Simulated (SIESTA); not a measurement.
Band structure of Li2Ga (Cmcm, 6 atoms in the cell).

```
CELL_PARAMETERS angstrom
      2.21189    -4.60412     0.00000
      2.21189     4.60412     0.00000
      0.00000     0.00000     4.24882
ATOMIC_POSITIONS crystal
  Li 0.41809 0.58191 0.25000
  Li 0.58191 0.41809 0.75000
  Li 0.24055 0.75945 0.75000
  Li 0.75945 0.24055 0.25000
  Ga 0.07743 0.92257 0.25000
  Ga 0.92257 0.07743 0.75000
```

Computed with LDA PW92, numerical atomic orbitals DZP, PseudoDojo LDA standard norm-conserving potentials (rewritten from UPF to PSML) run with SIESTA 5.4.2.

Settings: XC.functional = LDA; XC.authors = PW92; potentials = PseudoDojo LDA standard; PAO.BasisSize = DZP; PAO.EnergyShift = 0.005 Ry; MeshCutoff = 350 Ry; kgrid.MonkhorstPack = 6 6 5; OccupationFunction = FD; ElectronicTemperature = 100 meV; PAO.Polarization.NonPerturbative = true; MaxSCFIterations = 150; SCF.Mixer.Method = Pulay; SCF.Mixer.Weight = 0.2; SCF.Mixer.History = 6.

The starting cell comes from a database of computed structures (which also holds hypothetical and non-ambient phases and stackings), without a prior relaxation at this level. Its lattice was rescaled by a random factor within 2.5 % of one. Values carry the incompleteness of an atom-centred basis.

Levels in eV from the Fermi level, bands 16 to 21:
```json
[
 {"point": "Γ", "16": "-2.93", "17": "-1.48", "18": "-0.90", "19": "-0.50", "20": "1.10", "21": "2.03"},
 {"point": "X", "16": "-4.35", "17": "-3.28", "18": "0.01", "19": "1.04", "20": "1.05", "21": "1.72"},
 {"point": "S", "16": "-4.16", "17": "-2.61", "18": "-1.32", "19": "-0.15", "20": "1.75", "21": "2.47"},
 {"point": "R", "16": "-6.07", "17": "-2.16", "18": "-2.16", "19": "-1.38", "20": "-1.38", "21": "2.45"},
 {"point": "A", "16": "-6.05", "17": "-2.18", "18": "-2.18", "19": "-1.71", "20": "-1.71", "21": "3.84"},
 {"point": "Z", "16": "-6.70", "17": "-0.50", "18": "-0.50", "19": "1.50", "20": "1.50", "21": "1.55"},
 {"point": "Y", "16": "-5.13", "17": "-1.68", "18": "-0.41", "19": "1.58", "20": "1.64", "21": "1.97"},
 {"point": "X1", "16": "-4.35", "17": "-3.28", "18": "0.01", "19": "1.04", "20": "1.05", "21": "1.72"},
 {"point": "A1", "16": "-6.05", "17": "-2.18", "18": "-2.18", "19": "-1.71", "20": "-1.71", "21": "3.84"},
 {"point": "T", "16": "-6.32", "17": "-2.76", "18": "-2.76", "19": "0.50", "20": "0.50", "21": "3.25"}
]
```

Bands cross the Fermi level along this path, so the cell is metallic at this level.

Higher empty bands are left out: an atom-centred basis made for the valence describes them poorly.
